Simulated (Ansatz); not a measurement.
The reference is Ta in the bcc (W type) structure (space group Im-3m, No. 229; a = 3.3061 Å; relaxed with 0.1 eV smearing). Axes: x, y, z lie along the cube axes.

Level of theory: DFT with r2SCAN, PAW potentials and a 500 eV plane-wave cutoff in Ansatz (an electronic-structure program), no SOC.

Strains are applied to the cell and any free atomic positions relax; under biaxial strain the out-of-plane vector relaxes too.

One change was made to it. Results:

| quantity | base | after |
|---|---|---|
| energy relative to the base (free energy F) | 0 meV/atom | +17 meV/atom |
| shortest interatomic distance | 5.411 bohr | 5.294 bohr |

Q: Which of these changes matches the shifts?
A. isotropic strain −2.56 %
B. biaxial strain +0.61 %, plane normal [001], relaxed out of plane
C. biaxial strain +3.03 %, plane normal [001], relaxed out of plane
D. uniaxial strain ε_yy = +2.69 %
E. tensor shear ε_xy = +3.25 %

A: E, tensor shear ε_xy = +3.25 %. For comparison, the energy relative to the base in the other runs: biaxial strain +3.03 %, plane normal [001], relaxed out of plane gives +22 meV/atom; uniaxial strain ε_yy = +2.69 % gives +11 meV/atom; isotropic strain −2.56 % gives +72 meV/atom; biaxial strain +0.61 %, plane normal [001], relaxed out of plane gives +1.0 meV/atom.

Whether these cells are dynamically stable was not tested. The final runs are not spin-polarised.
